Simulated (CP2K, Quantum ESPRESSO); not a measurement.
A CP2K input for a self-consistent single point of YTi2Ga4 (I4/mmm, 7 atoms in the cell) (DFT PBEsol, GPW, DZVP-MOLOPT-SR-GTH basis, GTH-PBE potentials (GTH_POTENTIALS)):

```
&GLOBAL
  PROJECT calc
  RUN_TYPE ENERGY_FORCE
  PRINT_LEVEL MEDIUM
&END GLOBAL
&FORCE_EVAL
  METHOD Quickstep
  STRESS_TENSOR ANALYTICAL
  &DFT
    BASIS_SET_FILE_NAME BASIS_MOLOPT
    POTENTIAL_FILE_NAME GTH_POTENTIALS
    &QS
      METHOD GPW
      EPS_DEFAULT 1E-10
    &END QS
    &MGRID
      CUTOFF 600
      REL_CUTOFF 40
      NGRIDS 5
    &END MGRID
    &SCF
      SCF_GUESS ATOMIC
      EPS_SCF 1E-7
      MAX_SCF 100
      ADDED_MOS 15
      &DIAGONALIZATION
        ALGORITHM STANDARD
      &END DIAGONALIZATION
      &MIXING
        METHOD BROYDEN_MIXING
        ALPHA 0.2
        NBUFFER 8
      &END MIXING
      &SMEAR ON
        METHOD GAUSSIAN
        SIGMA [eV] 0.136
      &END SMEAR
    &END SCF
    &KPOINTS
      SCHEME MONKHORST-PACK 5 5 5
    &END KPOINTS
    &XC
      &XC_FUNCTIONAL
        &PBE
          PARAMETRIZATION PBESOL
        &END PBE
      &END XC_FUNCTIONAL
    &END XC
    &PRINT
      &MO
        EIGENVALUES T
        OCCUPATION_NUMBERS T
        NDIGITS 8
        FILENAME mo
        &EACH
          QS_SCF 0
        &END EACH
        ADD_LAST NUMERIC
      &END MO
      &MULLIKEN ON
      &END MULLIKEN
    &END PRINT
  &END DFT
  &SUBSYS
    &CELL
      ABC 5.52575500 5.52575494 5.52575463
      ALPHA_BETA_GAMMA 104.23851067 104.23850312 120.53617359
      PERIODIC XYZ
    &END CELL
    &COORD
      SCALED
      Y        0.00000000     0.00000000     0.00000000
      Ti       0.75000000     0.25000000     0.50000000
      Ti       0.25000000     0.75000000     0.50000000
      Ga       0.30349000     0.69651000     0.00000000
      Ga       0.69651000     0.30349000     0.00000000
      Ga       0.69651000     0.69651000     0.39302000
      Ga       0.30349000     0.30349000     0.60698000
    &END COORD
    &KIND Y
      BASIS_SET DZVP-MOLOPT-SR-GTH
      POTENTIAL GTH-PBE-q11
    &END KIND
    &KIND Ti
      BASIS_SET DZVP-MOLOPT-SR-GTH
      POTENTIAL GTH-PBE-q12
    &END KIND
    &KIND Ga
      BASIS_SET DZVP-MOLOPT-SR-GTH
      POTENTIAL GTH-PBE-q13
    &END KIND
  &END SUBSYS
  &PRINT
    &FORCES ON
    &END FORCES
    &STRESS_TENSOR ON
    &END STRESS_TENSOR
  &END PRINT
&END FORCE_EVAL
```

Task: Write the same calculation as an input for Quantum ESPRESSO.

Result: One input that does it (others would too):

```fortran
&control
 calculation = 'scf'
 prefix = 'scf'
 outdir = './work'
 pseudo_dir = './'
 tprnfor = .true.
 tstress = .true.
/
&system
 ibrav = 0
 nat = 7
 ntyp = 3
 ecutwfc = 85
 occupations = 'smearing'
 smearing = 'gaussian'
 degauss = 0.0099958
/
&electrons
 conv_thr = 1.0d-10
 mixing_beta = 0.5
/
ATOMIC_SPECIES
Y     88.9058  Y.upf
Ti    47.8670  Ti.upf
Ga    69.7230  Ga.upf
ATOMIC_POSITIONS crystal
Y     0.000000000    0.000000000    0.000000000
Ti    0.750000000    0.250000000    0.500000000
Ti    0.250000000    0.750000000    0.500000000
Ga    0.303490000    0.696510000    0.000000000
Ga    0.696510000    0.303490000    0.000000000
Ga    0.696510000    0.696510000    0.393020000
Ga    0.303490000    0.303490000    0.606980000
K_POINTS automatic
5 5 5  0 0 0
CELL_PARAMETERS bohr
  -6.411697122     6.411697122     5.178711297
   6.411697122    -6.411697122     5.178711297
   6.411697122     6.411697122    -5.178711297
```

Basis settings and potentials, where a program has them, do not carry over. This input uses DFT, PBEsol, plane waves, PseudoDojo standard norm-conserving (PBESOL) pseudopotentials.

The starting cell comes from a database of computed structures (which also holds hypothetical and non-ambient phases and stackings), without a prior relaxation at this level. Its lattice was rescaled by a random factor within 2.5 % of one.
